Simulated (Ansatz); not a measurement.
Consider the formation energy of the neutral H_i in MoS2 (P6₃/mmc). Reaction: 50 MoS2 (P6₃/mmc) + 1/2 H2 (gas) → cell A.

Cell A: a supercell of 150 sites of MoS2 (P6₃/mmc) with H off the lattice sites (1 S at 1.40 Å); an odd number of electrons; spin state with PBE: no moments, k-point mesh 1×1×2.
```yaml
crystal:
  lattice:
    - [15.74709, 0.00000, 0.00000]
    - [-7.87354, 13.63738, 0.00000]
    - [0.00000, 0.00000, 12.08769]
  atoms:
    - { symbol: S, position: [0.13310, 0.06646, 0.12028] }
    - { symbol: Mo, position: [0.06655, 0.13329, 0.24984] }
    - { symbol: S, position: [0.13307, 0.06639, 0.37936] }
    - { symbol: S, position: [0.06661, 0.13337, 0.62067] }
    - { symbol: Mo, position: [0.13322, 0.06658, 0.75016] }
    - { symbol: S, position: [0.06655, 0.13332, 0.87961] }
    - { symbol: S, position: [0.13325, 0.26662, 0.12032] }
    - { symbol: Mo, position: [0.06655, 0.33326, 0.24984] }
    - { symbol: S, position: [0.13345, 0.26673, 0.37918] }
    - { symbol: S, position: [0.06661, 0.33324, 0.62067] }
    - { symbol: Mo, position: [0.13324, 0.26662, 0.75019] }
    - { symbol: S, position: [0.06655, 0.33323, 0.87961] }
    - { symbol: S, position: [0.13310, 0.46664, 0.12028] }
    - { symbol: Mo, position: [0.06682, 0.53364, 0.24978] }
    - { symbol: S, position: [0.13307, 0.46668, 0.37936] }
    - { symbol: S, position: [0.06665, 0.53330, 0.62068] }
    - { symbol: Mo, position: [0.13322, 0.46664, 0.75016] }
    - { symbol: S, position: [0.06667, 0.53335, 0.87956] }
    - { symbol: S, position: [0.13349, 0.66697, 0.12005] }
    - { symbol: Mo, position: [0.06687, 0.73343, 0.24986] }
    - { symbol: S, position: [0.13350, 0.66700, 0.37969] }
    - { symbol: S, position: [0.06679, 0.73340, 0.62042] }
    - { symbol: Mo, position: [0.13336, 0.66671, 0.75006] }
    - { symbol: S, position: [0.06691, 0.73345, 0.87971] }
    - { symbol: S, position: [0.13349, 0.86651, 0.12005] }
    - { symbol: Mo, position: [0.06682, 0.93318, 0.24978] }
    - { symbol: S, position: [0.13350, 0.86650, 0.37969] }
    - { symbol: S, position: [0.06665, 0.93335, 0.62068] }
    - { symbol: Mo, position: [0.13336, 0.86664, 0.75006] }
    - { symbol: S, position: [0.06667, 0.93333, 0.87956] }
    - { symbol: S, position: [0.33317, 0.06633, 0.12033] }
    - { symbol: Mo, position: [0.26628, 0.13268, 0.24981] }
    - { symbol: S, position: [0.33316, 0.06631, 0.37931] }
    - { symbol: S, position: [0.26674, 0.13357, 0.62101] }
    - { symbol: Mo, position: [0.33327, 0.06655, 0.75018] }
    - { symbol: S, position: [0.26657, 0.13321, 0.87968] }
    - { symbol: S, position: [0.33303, 0.26616, 0.11994] }
    - { symbol: Mo, position: [0.26678, 0.33339, 0.24952] }
    - { symbol: S, position: [0.33222, 0.26572, 0.37941] }
    - { symbol: S, position: [0.26659, 0.33330, 0.62082] }
    - { symbol: Mo, position: [0.33331, 0.26694, 0.75070] }
    - { symbol: S, position: [0.26634, 0.33317, 0.88013] }
    - { symbol: S, position: [0.33303, 0.46687, 0.11994] }
    - { symbol: Mo, position: [0.26628, 0.53360, 0.24981] }
    - { symbol: S, position: [0.33222, 0.46650, 0.37941] }
    - { symbol: S, position: [0.26674, 0.53318, 0.62101] }
    - { symbol: Mo, position: [0.33331, 0.46637, 0.75070] }
    - { symbol: S, position: [0.26657, 0.53335, 0.87968] }
    - { symbol: S, position: [0.33317, 0.66683, 0.12033] }
    - { symbol: Mo, position: [0.26657, 0.73343, 0.24986] }
    - { symbol: S, position: [0.33316, 0.66684, 0.37931] }
    - { symbol: S, position: [0.26660, 0.73340, 0.62042] }
    - { symbol: Mo, position: [0.33327, 0.66673, 0.75018] }
    - { symbol: S, position: [0.26655, 0.73345, 0.87971] }
    - { symbol: S, position: [0.33303, 0.86651, 0.12005] }
    - { symbol: Mo, position: [0.26657, 0.93313, 0.24986] }
    - { symbol: S, position: [0.33300, 0.86650, 0.37969] }
    - { symbol: S, position: [0.26660, 0.93321, 0.62042] }
    - { symbol: Mo, position: [0.33329, 0.86664, 0.75006] }
    - { symbol: S, position: [0.26655, 0.93309, 0.87971] }
    - { symbol: S, position: [0.53336, 0.06646, 0.12028] }
    - { symbol: Mo, position: [0.46640, 0.13268, 0.24981] }
    - { symbol: S, position: [0.53332, 0.06639, 0.37936] }
    - { symbol: S, position: [0.46682, 0.13357, 0.62101] }
    - { symbol: Mo, position: [0.53336, 0.06658, 0.75016] }
    - { symbol: S, position: [0.46665, 0.13321, 0.87968] }
    - { symbol: S, position: [0.53313, 0.26616, 0.11994] }
    - { symbol: Mo, position: [0.46606, 0.33212, 0.24962] }
    - { symbol: S, position: [0.53350, 0.26572, 0.37941] }
    - { symbol: S, position: [0.46677, 0.33354, 0.62148] }
    - { symbol: Mo, position: [0.53363, 0.26694, 0.75070] }
    - { symbol: S, position: [0.46659, 0.33318, 0.88081] }
    - { symbol: S, position: [0.53333, 0.46667, 0.11991] }
    - { symbol: Mo, position: [0.46606, 0.53394, 0.24962] }
    - { symbol: S, position: [0.53333, 0.46667, 0.37228] }
    - { symbol: S, position: [0.46677, 0.53323, 0.62148] }
    - { symbol: Mo, position: [0.53333, 0.46667, 0.75185] }
    - { symbol: S, position: [0.46659, 0.53341, 0.88081] }
    - { symbol: S, position: [0.53313, 0.66697, 0.11994] }
    - { symbol: Mo, position: [0.46640, 0.73372, 0.24981] }
    - { symbol: S, position: [0.53350, 0.66778, 0.37941] }
    - { symbol: S, position: [0.46682, 0.73326, 0.62101] }
    - { symbol: Mo, position: [0.53363, 0.66669, 0.75070] }
    - { symbol: S, position: [0.46665, 0.73343, 0.87968] }
    - { symbol: S, position: [0.53336, 0.86690, 0.12028] }
    - { symbol: Mo, position: [0.46636, 0.93318, 0.24978] }
    - { symbol: S, position: [0.53332, 0.86693, 0.37936] }
    - { symbol: S, position: [0.46670, 0.93335, 0.62068] }
    - { symbol: Mo, position: [0.53336, 0.86678, 0.75016] }
    - { symbol: S, position: [0.46665, 0.93333, 0.87956] }
    - { symbol: S, position: [0.73347, 0.06674, 0.12021] }
    - { symbol: Mo, position: [0.66674, 0.13329, 0.24984] }
    - { symbol: S, position: [0.73346, 0.06673, 0.37951] }
    - { symbol: S, position: [0.66676, 0.13337, 0.62067] }
    - { symbol: Mo, position: [0.73370, 0.06685, 0.75012] }
    - { symbol: S, position: [0.66677, 0.13332, 0.87961] }
    - { symbol: S, position: [0.73338, 0.26662, 0.12032] }
    - { symbol: Mo, position: [0.66661, 0.33339, 0.24952] }
    - { symbol: S, position: [0.73327, 0.26673, 0.37918] }
    - { symbol: S, position: [0.66670, 0.33330, 0.62082] }
    - { symbol: Mo, position: [0.73338, 0.26662, 0.75019] }
    - { symbol: S, position: [0.66683, 0.33317, 0.88013] }
    - { symbol: S, position: [0.73384, 0.46687, 0.11994] }
    - { symbol: Mo, position: [0.66788, 0.53394, 0.24962] }
    - { symbol: S, position: [0.73428, 0.46650, 0.37941] }
    - { symbol: S, position: [0.66646, 0.53323, 0.62148] }
    - { symbol: Mo, position: [0.73306, 0.46637, 0.75070] }
    - { symbol: S, position: [0.66682, 0.53341, 0.88081] }
    - { symbol: S, position: [0.73384, 0.66697, 0.11994] }
    - { symbol: Mo, position: [0.66661, 0.73322, 0.24952] }
    - { symbol: S, position: [0.73428, 0.66778, 0.37941] }
    - { symbol: S, position: [0.66670, 0.73341, 0.62082] }
    - { symbol: Mo, position: [0.73306, 0.66669, 0.75070] }
    - { symbol: S, position: [0.66683, 0.73366, 0.88013] }
    - { symbol: S, position: [0.73338, 0.86675, 0.12032] }
    - { symbol: Mo, position: [0.66674, 0.93345, 0.24984] }
    - { symbol: S, position: [0.73327, 0.86655, 0.37918] }
    - { symbol: S, position: [0.66676, 0.93339, 0.62067] }
    - { symbol: Mo, position: [0.73338, 0.86676, 0.75019] }
    - { symbol: S, position: [0.66677, 0.93345, 0.87961] }
    - { symbol: S, position: [0.93326, 0.06674, 0.12021] }
    - { symbol: Mo, position: [0.86667, 0.13333, 0.24988] }
    - { symbol: S, position: [0.93327, 0.06673, 0.37951] }
    - { symbol: S, position: [0.86667, 0.13333, 0.62014] }
    - { symbol: Mo, position: [0.93315, 0.06685, 0.75012] }
    - { symbol: S, position: [0.86667, 0.13333, 0.88003] }
    - { symbol: S, position: [0.93326, 0.26653, 0.12021] }
    - { symbol: Mo, position: [0.86671, 0.33326, 0.24984] }
    - { symbol: S, position: [0.93327, 0.26654, 0.37951] }
    - { symbol: S, position: [0.86663, 0.33324, 0.62067] }
    - { symbol: Mo, position: [0.93315, 0.26630, 0.75012] }
    - { symbol: S, position: [0.86668, 0.33323, 0.87961] }
    - { symbol: S, position: [0.93354, 0.46664, 0.12028] }
    - { symbol: Mo, position: [0.86732, 0.53360, 0.24981] }
    - { symbol: S, position: [0.93361, 0.46668, 0.37936] }
    - { symbol: S, position: [0.86643, 0.53318, 0.62101] }
    - { symbol: Mo, position: [0.93342, 0.46664, 0.75016] }
    - { symbol: S, position: [0.86679, 0.53335, 0.87968] }
    - { symbol: S, position: [0.93367, 0.66683, 0.12033] }
    - { symbol: Mo, position: [0.86732, 0.73372, 0.24981] }
    - { symbol: S, position: [0.93369, 0.66684, 0.37931] }
    - { symbol: S, position: [0.86643, 0.73326, 0.62101] }
    - { symbol: Mo, position: [0.93345, 0.66673, 0.75018] }
    - { symbol: S, position: [0.86679, 0.73343, 0.87968] }
    - { symbol: S, position: [0.93354, 0.86690, 0.12028] }
    - { symbol: Mo, position: [0.86671, 0.93345, 0.24984] }
    - { symbol: S, position: [0.93361, 0.86693, 0.37936] }
    - { symbol: S, position: [0.86663, 0.93339, 0.62067] }
    - { symbol: Mo, position: [0.93342, 0.86678, 0.75016] }
    - { symbol: S, position: [0.86668, 0.93345, 0.87961] }
    - { symbol: H, position: [0.53333, 0.46667, 0.48796] }
```

Reference: MoS2 (P6₃/mmc), 150 atoms in the cell, the relaxed perfect crystal repeated, atoms not moved again; spin state with PBE: run without spin, k-point mesh 1×1×2 on the run's own vectors.

Reference: an isolated H2 molecule (singlet) in a box of 11 × 11 × 13 Å.

Plane-wave PAW calculations with Ansatz (an electronic-structure program), its default PAW set, cutoff 420 eV, 500 eV for r2SCAN. The structures are at rest with PBE+D3(BJ), within the held lattices; other levels are single points on them. Neutral cells; Fermi-Dirac smearing of at most 0.05 eV in the solids, energies taken to zero width. The lattices are those relaxed with PBE+D3(BJ), so at other levels the solids can be strained, which adds to the spread. Larger cells are relaxed on a coarser mesh till forces fall under 0.03 eV/Å, which some starts already meet. A dispersion term (D3(BJ), or D4 for r2SCAN) was computed beside these levels and is taken off wherever the name lacks it. No zero-point or thermal terms. Cells are local rest points, mostly with their start's symmetry. No Hubbard U is applied. Values are for these cell sizes. Mesh and cell size may move defect energies by 0.1 eV or more. The value holds for the reservoirs listed; other chemical potentials shift it. Cell A has symmetry P3m1 within 0.02 Å and got no random move, so less symmetric positions, which may lie lower, weren't tried.

**Question.** Give the value at the level r2SCAN.

**Answer.** 1.74 eV, for 50 MoS2 (P6₃/mmc) + 1/2 H2 (gas) → cell A.

**Question.** List the value at the remaining levels and say how far they part.

**Answer.** 
```tsv
Level	value (eV)	less r2SCAN
PBE	1.67	-0.07
r2SCAN+D4	1.70	-0.04
```

The levels shown span 0.07 eV, from PBE (1.67) to r2SCAN (1.74).
